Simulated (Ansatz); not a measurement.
Take AlN in the zinc blende structure (space group F-43m, No. 216) as the base.

```xyz
2
Lattice="0.0000 2.2016 2.2016 2.2016 0.0000 2.2016 2.2016 2.2016 0.0000" Properties=species:S:1:pos:R:3 pbc="T T T"
Al     0.0000     0.0000     0.0000
N      1.1008     1.1008     1.1008
```

Cartesian axes are those of the cell as printed.

Calculations: PBE in Ansatz (plane waves to 420 eV, PAW, without spin-orbit coupling).

Modification: an isotropic linear strain of −1.50 %; the atoms relax in the strained cell.

Task: Predict the stress tensor and what it implies for the stiffness.

Result: Stress of the strained cell less that of the base (GPa, compression positive):
```
   9.55    0.00    0.00
   0.00    9.55    0.00
   0.00    0.00    9.55
```

Then B = −ΔP/(ΔV/V₀) with ΔV/V₀ = -0.0443 gives secant stiffness values (nonlinear terms included at this strain): B ≈ 215 GPa.

As a check, the harmonic strain energy −½ V₀ Δσ:ε is 14 meV/atom; the computed energy rise is 14 meV/atom.

Whether these cells are dynamically stable was not tested. This is not the structure that AlN has at room temperature and ambient pressure.

Ansatz is a quantum-chemistry and plane-wave program.
